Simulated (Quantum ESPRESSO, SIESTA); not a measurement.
A SIESTA input for a self-consistent single point of Au (Fm-3m, 1 atom in the cell) (DFT, GGA PBE, numerical atomic orbitals DZP, PseudoDojo PBE standard norm-conserving potentials (rewritten from UPF to PSML)):

```
# files in the folder: Au.psml (PseudoDojo PBE standard)
SystemName  Au
SystemLabel Au

NumberOfAtoms                1
NumberOfSpecies              1
%block ChemicalSpeciesLabel
  1 79 Au
%endblock ChemicalSpeciesLabel
LatticeConstant              1.0 Ang
%block LatticeVectors
     0.000000000    1.999200000    1.999200000
     1.999200000    0.000000000    1.999200000
     1.999200000    1.999200000    0.000000000
%endblock LatticeVectors
AtomicCoordinatesFormat      Ang
%block AtomicCoordinatesAndAtomicSpecies
     0.000000000    0.000000000    0.000000000  1
%endblock AtomicCoordinatesAndAtomicSpecies

XC.functional                GGA
XC.authors                   PBE
PAO.BasisSize                DZP
PAO.EnergyShift              0.01 Ry
MeshCutoff                   400 Ry
%block kgrid.MonkhorstPack
   18   0   0  0.0
    0  18   0  0.0
    0   0  18  0.0
%endblock kgrid.MonkhorstPack
OccupationFunction           MP
OccupationMPOrder            0
ElectronicTemperature        100.0 meV

MaxSCFIterations             150
SCF.Mixer.Method             Pulay
SCF.Mixer.Weight             0.25
SCF.Mixer.History            8
SCF.DM.Tolerance             1.0E-04
Diag.ParallelOverK           true
WriteForces                  true
```

Problem. Translate this input to Quantum ESPRESSO.

Solution. This is the input that was run; spellings and numerical settings could be chosen otherwise.

```fortran
&control
  calculation = 'scf',
  prefix = 'Au',
  outdir = './out',
  pseudo_dir = './',
  tprnfor = .true.,
  tstress = .true.,
/
&system
  ibrav = 0,
  nat = 1,
  ntyp = 1,
  ecutwfc = 60,
  occupations = 'smearing',
  smearing = 'gaussian',
  degauss = 0.0073499,
/
&electrons
  conv_thr = 1.0d-10,
  mixing_beta = 0.4,
/
ATOMIC_SPECIES
Au   196.9666  Au_ONCV_PBE-1.0.oncvpsp.upf
ATOMIC_POSITIONS angstrom
Au    0.000000000    0.000000000    0.000000000
K_POINTS automatic
18 18 18  0 0 0
CELL_PARAMETERS angstrom
   0.000000000     1.999200000     1.999200000
   1.999200000     0.000000000     1.999200000
   1.999200000     1.999200000     0.000000000
```

Basis, cutoffs, solver keys and any potentials are the target program's own. This input uses DFT, PBE, plane waves, SSSP 1.1.2 efficiency (PBE) pseudopotentials. Both were run: pressure 21.60 GPa in SIESTA and 22.17 in Quantum ESPRESSO.

On SIESTA: the starting cell has typed, rounded lattice constants, without a prior relaxation at this level. For this run, on top of that: lattice scaled by 0.98. Values carry the incompleteness of an atom-centred basis. With a pressure of about 22 GPa the cell is away from its equilibrium volume at this level.

On Quantum ESPRESSO: the starting cell has typed, rounded lattice constants, without a prior relaxation at this level. For this run, on top of that: lattice scaled by 0.98. With a pressure of about 22 GPa the cell is away from its equilibrium volume at this level.
